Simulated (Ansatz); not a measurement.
## PBE against PBEsol: Ge3N4, pressure −2 GPa

Consider Ge₃N₄ (space group P6_3/m, No. 176; a = 8.129 Å, c = 3.114 Å).

(Cell as relaxed with PBE.)

Levels (all Ansatz, a program for electronic structure, PAW): PBE (420 eV, without spin-orbit coupling); PBEsol (420 eV, no spin-orbit coupling).

Each level relaxes its own structure.

```json
[
 {"base": "volume per atom", "PBE": "12.73 Å³", "PBEsol": "12.39 Å³"},
 {"base": "lattice parameter a", "PBE": "812.9 pm", "PBEsol": "805.7 pm"},
 {"base": "band gap", "PBE": "1.82 eV", "PBEsol": "2.09 eV"}
]
```

Modification: hydrostatic tension (pressure −2 GPa).

```tsv
quantity	PBE	PBEsol
valence-band top at Γ (three highest levels, from the VBM)	0.00, -0.21, -0.44 eV	0.00, -0.23, -0.44 eV
lattice parameter a	816.3 pm	808.8 pm
band gap	1.69 eV	1.97 eV
```

PBE's lattice parameter a lies 7.5 pm above PBEsol's (0.9 %); PBE's band gap lies 0.28 eV below PBEsol's. Neither level is exact; PBEsol is the comparison here, not a measurement.

Load acts through the strain it causes; cell and atoms are relaxed under it. Semilocal Kohn–Sham gaps tend to fall short of experiment. Whether these cells are dynamically stable was not tested.
